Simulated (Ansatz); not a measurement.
## Response to strain in HgS

Consider HgS in the zinc blende structure (space group F-43m, No. 216; a = 5.8759 Å). Axes: x, y, z lie along the cube axes.

Strains are applied to the cell and any free atomic positions relax; under biaxial strain the out-of-plane vector relaxes too.

Level of theory: PBEsol (Ansatz, a program for electronic structure), spin-orbit coupling left out.

Notes on the quantities. pressure: mean of the normal stresses, compression positive; energy relative to the base: free energy F.

```tsv
case	pressure	shortest interatomic distance	space group	energy relative to the base
base	0.0 GPa	2.544 Å	F-43m (No. 216)	0 meV/atom
biaxial strain −0.60 %, plane normal [001], relaxed out of plane	0.2 GPa	2.542 Å	I-4m2 (No. 119)	+0.2 meV/atom
biaxial strain +1.05 %, plane normal [001], relaxed out of plane	-0.3 GPa	2.548 Å	I-4m2 (No. 119)	+0.7 meV/atom
biaxial strain +2.26 %, plane normal [001], relaxed out of plane	-0.6 GPa	2.554 Å	I-4m2 (No. 119)	+3.2 meV/atom
isotropic strain −4.15 %	(withheld)	2.439 Å	F-43m (No. 216)	+87 meV/atom
isotropic strain −2.04 %	4.3 GPa	2.492 Å	F-43m (No. 216)	+19 meV/atom
uniaxial strain ε_yy = +1.45 %	(withheld)	2.557 Å	I-4m2 (No. 119)	+1.2 meV/atom
uniaxial strain ε_zz = +2.71 %	-1.5 GPa	2.568 Å	I-4m2 (No. 119)	+4.0 meV/atom
tensor shear ε_yz = +0.64 %	0.0 GPa	2.543 Å	Imm2 (No. 44)	+0.3 meV/atom
tensor shear ε_xz = −1.72 %	0.0 GPa	2.542 Å	Imm2 (No. 44)	+2.3 meV/atom
```

What belongs in the blanks?


- isotropic strain −4.15 %, pressure: 10.5 GPa
- uniaxial strain ε_yy = +1.45 %, pressure: -0.8 GPa

A case with no gap was solved on a k-mesh chosen for an insulator, which is coarse for it. No phonon test of stability was made. All final runs are without spin polarisation.
